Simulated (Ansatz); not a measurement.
## A constructed model of the (0001) surface of hcp Co, ferromagnetic, a pseudomorphic layer of In in the other hollow (bottom of the slab: a bare face, its two planes held)

These are PBE (plane waves to 420 eV, PAW; Ansatz, an electronic-structure program) values and carry that method's errors.

Set-up: 7 atoms, 12.5 Å thick at the start with caps and adatoms (thin: gaps and levels are the slab's own); mesh 17x17x1; 0.1 eV smearing; dipole correction on; 2 atoms held, the rest relaxed; held to the start's symmetry, so lower structures may exist; spin-polarised, ending with about 9.7 μB a cell; orders that need a larger cell were not tried, no spin-orbit, no U. In PBE it lies 0.01 eV a 1x1 cell over the lowest computed structure of the same composition (a pseudomorphic layer of In in the host's stacking).

- work function of the top face = 3.06 eV
- energy released by relaxation = 0.012 eV
- magnetic moment of the cell = 9.74 μB
- cost = very roughly 4 core-minutes
